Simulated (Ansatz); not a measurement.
CsCl-type AuCd, treated with LDA (Ansatz, a program for electronic structure, plane waves, PAW).

Settings: plane-wave cutoff 520 eV, 16×16×16 k mesh, Fermi–Dirac smearing 0.05 eV, scalar-relativistic PAW data made under PBE.

Computed at the level's own relaxed cell.

Question: Predict the equilibrium lattice constant a and bulk modulus B0.

Answer: 
- equilibrium lattice constant a = 3.280 Å
- bulk modulus B0 = 133 GPa

The run finds no gap.

Note: the bulk modulus is −V dP/dV from two relaxed cells at ±2 % in volume.

Spin–orbit coupling is not included; it can shift volumes and moduli of such heavy elements.

Static lattice: no zero-point or thermal effects.

The result took roughly 80 core-seconds.
